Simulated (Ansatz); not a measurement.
Take CdS in the zinc blende structure (space group F-43m, No. 216) as the base.

```
CELL_PARAMETERS angstrom
      0.00000     2.96331     2.96331
      2.96331     0.00000     2.96331
      2.96331     2.96331     0.00000
ATOMIC_POSITIONS crystal
  S  0.75000 0.75000 0.75000
  Cd 0.00000 0.00000 0.00000
```

Level of theory: plane-wave PAW DFT at the PBE level (Ansatz, an electronic-structure program, 420 eV), scalar-relativistic without spin-orbit coupling.

Before the change:

| Property | Result |
|---|---|
| Width of the top valence band | 2.02 eV |
| Band gap | 1.04 eV |
| Lattice parameter a | 11.200 bohr |

Now apply this change: a hydrostatic pressure of 50 GPa.

Predict the new width of the top valence band.

The width of the top valence band increases by 1.60 eV (2.02 eV → 3.62 eV).

Estimate the effect on the band gap.

The band gap grows by 0.67 eV to 1.71 eV.

What does the calculation give for the lattice parameter a after the change?

The lattice parameter a shrinks by 1.355 bohr, from 11.200 bohr to 9.845 bohr.

Load acts through the strain it causes; cell and atoms are relaxed under it. Stability against distortions was not tested. Tetrahedral semiconductors of this kind turn to denser phases somewhere between about 1 and 50 GPa; those were not computed, so compressed cells here can lie past the real transition.
